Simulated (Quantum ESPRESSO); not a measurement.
A series of runs on Na5NiSO2 (P4/mmm, 9 atoms in the cell)

```xyz
9
Lattice="4.6712 0.0000 0.0000 0.0000 4.6712 0.0000 0.0000 0.0000 8.3423" Properties=species:S:1:pos:R:3 pbc="T T T"
Na     0.0000     2.3356     2.1615
Na     0.0000     2.3356     6.1808
Na     2.3356     0.0000     2.1615
Na     2.3356     0.0000     6.1808
Na     0.0000     0.0000     4.1712
Ni     0.0000     0.0000     0.0000
S      2.3356     2.3356     4.1712
O      0.0000     0.0000     6.5098
O      0.0000     0.0000     1.8325
```
Moments meant for the start (each program seeds them in its own way; μB, in the order of the atoms Na Na Na Na Na Ni S O O): 0.0 0.0 0.0 0.0 0.0 2.0 0.0 0.0 0.0.

Base run A: LDA (PZ)+U, GBRV 1.5 ultrasoft (LDA) pseudopotentials (Quantum ESPRESSO), self-consistent single point.

Its settings: ecutwfc = 50 Ry; ecutrho = 400 Ry; occupations = smearing; smearing = fd; degauss = 0.0036749 Ry; nspin = 2; K_POINTS = automatic 4 4 2 0 0 0; HUBBARD = atomic; U Ni-3d 6.2 eV; conv_thr = 1e-10 Ry; mixing_beta = 0.3.

The starting cell comes from a database of computed structures (which also holds hypothetical and non-ambient phases and stackings), without a prior relaxation at this level. Its lattice was rescaled by a random factor within 2.5 % of one. With one magnetic atom in the cell only a parallel order is possible. With U or open f shells several self-consistent states can exist. In the base run, with a pressure of about -6 GPa the cell is away from its equilibrium volume at this level. In the base run, forces exceed 1 eV/Å. Without a gap this mesh is coarse (it stands for a supercell whose shortest vector is 17 Å).

ΔF is the free energy per atom less that of run A. 

```json
[
 {"run": "A", "degauss": "0.0036749 Ry", "ΔF (meV/atom)": "0.00", "pressure (GPa)": "-5.69", "largest force (eV/Å)": "1.013", "size of the net moment (μB/atom)": "0.11", "TS (meV/atom)": "7.2", "Hubbard energy (eV/atom)": "0.292"},
 {"run": "B", "degauss": "0.000146997 Ry", "ΔF (meV/atom)": "5.2", "pressure (GPa)": "-5.72", "largest force (eV/Å)": "1.037", "size of the net moment (μB/atom)": "0.11", "TS (meV/atom)": "0.1", "Hubbard energy (eV/atom)": "0.292"},
 {"run": "C", "degauss": "0.000734986 Ry", "ΔF (meV/atom)": "4.9", "pressure (GPa)": "-5.72", "largest force (eV/Å)": "1.033", "size of the net moment (μB/atom)": "0.11", "TS (meV/atom)": "0.6", "Hubbard energy (eV/atom)": "0.292"},
 {"run": "D", "degauss": "0.0018375 Ry", "ΔF (meV/atom)": "3.4", "pressure (GPa)": "-5.70", "largest force (eV/Å)": "1.022", "size of the net moment (μB/atom)": "0.11", "TS (meV/atom)": "3.0", "Hubbard energy (eV/atom)": "0.292"},
 {"run": "E", "degauss": "0.0073499 Ry", "ΔF (meV/atom)": "-7.5", "pressure (GPa)": "-5.67", "largest force (eV/Å)": "1.011", "size of the net moment (μB/atom)": "0.11", "TS (meV/atom)": "15.3", "Hubbard energy (eV/atom)": "0.292"}
]
```

Run D against A: The free energy goes up by 3.4 meV/atom, the pressure moves little (-5.69 to -5.70 GPa), the largest force moves little (1.013 to 1.022 eV/Å) and the size of the net moment stays at 0.11 μB/atom.

Run E against A: The free energy goes down by 7.5 meV/atom, the pressure moves little (-5.69 to -5.67 GPa), the largest force moves little (1.013 to 1.011 eV/Å) and the size of the net moment stays at 0.11 μB/atom.
